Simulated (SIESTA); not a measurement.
Band structure of ZnS (P6_3mc, 8 atoms in the cell).

```xyz
8
Lattice="3.8089 0.0000 0.0000 -1.9045 3.2986 0.0000 0.0000 0.0000 12.4526" Properties=species:S:1:pos:R:3 pbc="T T T"
Zn     1.9045     1.0995     9.3386
Zn     0.0000     2.1991     3.1123
Zn     0.0000     0.0000     6.2263
Zn     0.0000     0.0000     0.0000
S      1.9045     1.0995    11.6772
S      0.0000     2.1991     5.4509
S      0.0000     0.0000     8.5592
S      0.0000     0.0000     2.3329
```

Method: GGA PBE, numerical atomic orbitals DZP, PseudoDojo PBE standard norm-conserving potentials (rewritten from UPF to PSML) in SIESTA.

Settings: XC.functional = GGA; XC.authors = PBE; potentials = PseudoDojo PBE standard; PAO.BasisSize = DZP; PAO.EnergyShift = 0.01 Ry; MeshCutoff = 350 Ry; kgrid.MonkhorstPack = 7 7 2; OccupationFunction = FD; ElectronicTemperature = 10 K; MaxSCFIterations = 150; SCF.Mixer.Method = Pulay; SCF.Mixer.Weight = 0.25; SCF.Mixer.History = 8; SCF.DM.Tolerance = 1.0E-05.

The starting cell comes from a database of computed structures (which also holds hypothetical and non-ambient phases and stackings), without a prior relaxation at this level. Values carry the incompleteness of an atom-centred basis.

Task: Predict the gap along the standard path and the places of the band edges.

Result: The gap along the path is 2.60 eV, direct at Γ to within 0.01 eV.

Levels in eV from the top of the valence band on the path, bands 49 to 53:
```json
[
 {"point": "Γ", "49": "-0.43", "50": "-0.03", "51": "0.00", "52": "0.00", "53": "2.60"},
 {"point": "M", "49": "-1.55", "50": "-1.52", "51": "-1.05", "52": "-0.83", "53": "3.79"},
 {"point": "K", "49": "-2.28", "50": "-1.71", "51": "-1.71", "52": "-1.26", "53": "5.06"},
 {"point": "A", "49": "-0.14", "50": "-0.14", "51": "-0.14", "52": "-0.14", "53": "3.45"},
 {"point": "L", "49": "-1.46", "50": "-1.46", "51": "-1.06", "52": "-1.06", "53": "4.24"},
 {"point": "H", "49": "-1.76", "50": "-1.76", "51": "-1.56", "52": "-1.56", "53": "4.80"}
]
```

Higher empty bands are left out: an atom-centred basis made for the valence describes them poorly.
